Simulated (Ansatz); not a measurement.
Cell and atoms of amorphous In9Ga9Zn9O39B2:

```xyz
68
Lattice="9.4305 0.0686 0.0414 0.0686 9.7509 0.1908 0.0414 0.1908 9.4652" Properties=species:S:1:pos:R:3 pbc="T T T"
In     7.5643     7.4216     4.6372
In     5.4819     3.3953     6.3340
In     8.1298     5.5243     1.3682
In     8.8143     3.6611     4.3213
In     6.1965     8.2746     7.7755
In     8.4320     5.3321     7.3315
In     0.2637     2.1885     1.3894
In     5.0987     5.4644     9.4494
In     1.0183     0.4161     4.2362
Ga     7.3454     1.7833     9.0235
Ga     1.2147     6.5942     4.7136
Ga     1.0506     2.0093     7.6532
Ga     1.4818     6.9734     9.5533
Ga     4.3288     6.6246     5.0147
Ga     2.5436     5.1445     7.5892
Ga     4.3389     1.1024     8.4601
Ga     6.8917     1.2940     3.1329
Ga     5.7568     4.5952     3.1883
Zn     9.2209     8.8601     7.8212
Zn     2.7121     8.7327     6.9361
Zn     4.0152     1.9337     1.9286
Zn     2.4379     4.4715     1.8951
Zn     8.9219     8.7360     2.1978
Zn     4.4280     0.6565     5.0091
Zn     5.4920     8.5415     1.8910
Zn     2.3966     9.5702     0.8349
Zn     7.8906     1.3496     6.1275
O      6.9476     6.0585     3.0142
O      2.4887     1.3951     8.5807
O      1.7366     3.5787     6.7172
O      1.5845     8.5161     8.4770
O      0.8926     0.2238     1.9801
O      2.2356     6.0385     3.1881
O      4.1922     7.4003     3.2211
O      8.0463     7.4769     6.9608
O      9.1581     5.6224     5.1227
O      6.9711     3.2521     3.3357
O      7.6610     1.4117     1.3537
O      1.4494     2.6930     4.5285
O      7.1513     8.9040     3.0395
O      9.1134     2.6149     8.8183
O      5.6720     7.2979     0.2138
O      2.3178     2.6260     1.5660
O      0.0854     4.1392     2.2171
O      7.5807     9.9043     8.2756
O      7.7012     3.6313     6.3143
O      9.2271     7.2329     0.9770
O      8.5596     1.4098     4.1021
O      0.8223     5.7639     8.1156
O      5.7157     7.6038     5.7053
O      5.6697     2.4232     8.4280
O      4.6260     4.2097     1.7776
O      6.1061     1.4749     5.6133
O      2.6537     6.5668     5.9950
O      2.8371     9.3463     5.1225
O      2.8493     5.6204     9.5262
O      0.2034     8.1064     4.2875
O      4.4923     9.4639     7.4277
O      0.3312     0.7440     6.4729
O      4.4217     4.9079     7.5132
O      3.5753     2.4592     5.6682
O      2.5599     7.6841     1.4822
O      4.9045     4.8750     4.7890
O      5.0634     0.9945     3.1583
O      4.3284     0.2186     0.7356
O      7.2240     5.0374     9.1159
B      3.0020     7.0875     2.6114
B      2.3178     2.9263     5.5602
```

Calculation: PBE, scalar-relativistic without spin-orbit coupling (plane waves to 420 eV, PAW; Ansatz, a first-principles code).

Preparation: random packing, a CHGNet melt and quench, and a DFT relaxation. O atoms were pushed apart under 1.9 Å during the dynamics, to hinder bonds among them. The hot cell started wider than the set density and was brought back towards it in steps. It is the lowest in DFT energy of 2 quenches. It is a model cell: composition and starting density were chosen by hand, and all elements were melted together. No dispersion term was used. Its density started from a set value of 5.61 and ended at 5.53 g/cm³. The quench (nominally 320 K/ps over its main leg) was far faster than any real one, so the model tends to hold more defects than a real film. One small periodic cell is one sample of the glass; other quenches scatter about these values. Volume and shape were free in the relaxation. Stress components on the final sampling reach 0.7 GPa. Cycles of charging lowered its energy after that relaxation.

Cut-offs for bonds: In-In 3.12 Å, In-Ga 2.90 Å, In-Zn 2.90 Å, In-O 2.60 Å, In-B 2.49 Å, Ga-Ga 2.68 Å, Ga-Zn 2.68 Å, Ga-O 2.32 Å, Ga-B 2.27 Å, Zn-Zn 2.68 Å, Zn-O 2.54 Å, Zn-B 2.27 Å, O-O 1.58 Å, O-B 1.80 Å, B-B 1.97 Å. Two cations that share two anions don't count as bonded, nor two that share one unless they lie closer than In-In 3.04 Å, In-Ga 2.82 Å, In-Zn 2.82 Å, In-B 2.42 Å, Ga-Ga 2.61 Å, Ga-Zn 2.61 Å, Ga-B 2.20 Å, Zn-Zn 2.61 Å, Zn-B 2.20 Å, B-B 1.80 Å.

Task: Give the coordination numbers, mean bond lengths and angles.

Result: 
```json
{
 "Mean coordination of In by anions": "5.33 (1 with 4, 4 with 5, 4 with 6)",
 "Mean coordination of Ga by anions": "4.33 (6 with 4, 3 with 5)",
 "Mean coordination of Zn by anions": "4.44 (5 with 4, 4 with 5)",
 "Mean coordination of O": "3.41 (23 with 3, 16 with 4)",
 "Mean coordination of B by anions": "3.00 (2 with 3)",
 "Mean In-O bond": "2.194 Å (spread 0.089 Å, 48 counted)",
 "Mean Zn-O bond": "2.080 Å (spread 0.160 Å, 40 counted)",
 "Mean Ga-O bond": "1.912 Å (spread 0.076 Å, 39 counted)",
 "Mean O-B bond": "1.385 Å (spread 0.038 Å, 6 counted)",
 "Bond angle at In": "mean 105.1°, spread 27.2°",
 "Bond angle at Ga": "mean 108.1°, spread 19.1°",
 "Bond angle at Zn": "mean 107.4°, spread 23.7°",
 "Bond angle at O": "mean 112.5°, spread 14.7°",
 "Bond angle at B": "mean 119.9°, spread 3.9°"
}
```

Task: List the pairs of like atoms that count as bonded by the rules above.

Result: There are none by these rules.
